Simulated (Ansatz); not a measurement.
The parent structure is a 16-atom supercell of Sn in the diamond structure (space group Fd-3m, No. 227) at its relaxed geometry.

```yaml
crystal:
  lattice:
    - [0.00000, 6.65580, 6.65580]
    - [6.65580, 0.00000, 6.65580]
    - [6.65580, 6.65580, 0.00000]
  atoms:
    - { symbol: Sn, position: [0.25000, 0.25000, 0.25000] }
    - { symbol: Sn, position: [0.25000, 0.25000, 0.75000] }
    - { symbol: Sn, position: [0.25000, 0.75000, 0.25000] }
    - { symbol: Sn, position: [0.25000, 0.75000, 0.75000] }
    - { symbol: Sn, position: [0.75000, 0.25000, 0.25000] }
    - { symbol: Sn, position: [0.75000, 0.25000, 0.75000] }
    - { symbol: Sn, position: [0.75000, 0.75000, 0.25000] }
    - { symbol: Sn, position: [0.75000, 0.75000, 0.75000] }
    - { symbol: Sn, position: [0.37500, 0.37500, 0.37500] }
    - { symbol: Sn, position: [0.37500, 0.37500, 0.87500] }
    - { symbol: Sn, position: [0.37500, 0.87500, 0.37500] }
    - { symbol: Sn, position: [0.37500, 0.87500, 0.87500] }
    - { symbol: Sn, position: [0.87500, 0.37500, 0.37500] }
    - { symbol: Sn, position: [0.87500, 0.37500, 0.87500] }
    - { symbol: Sn, position: [0.87500, 0.87500, 0.37500] }
    - { symbol: Sn, position: [0.87500, 0.87500, 0.87500] }
```

Level of theory: PBE (Ansatz, a first-principles code; PAW; 420 eV plane waves; without spin-orbit coupling), earlier PAW set.

Base values:

Mean distance from the defect site to its nearest host atoms: 2.88 Å
Pressure: 0.0 GPa

It is then changed as follows: a neutral W on a Sn site, atoms relaxed at fixed cell, starting from a slightly rattled geometry.

Task: What happens to the mean distance from the defect site to its nearest host atoms?

Result: The mean distance from the defect site to its nearest host atoms decreases by 0.17 Å (2.88 Å → 2.71 Å).

Task: How does this affect the pressure?

Result: The pressure goes from zero to -0.9 GPa.

Task: Predict the new largest displacement of a host atom from its site in the perfect cell.

Result: The largest displacement of a host atom from its site in the perfect cell comes out as 0.18 Å.

The cell is small, so the values are those of an ordered compound at a high defect concentration; dilute-limit values will differ. The final runs are not spin-polarised. The defect cell is not spin-polarised.
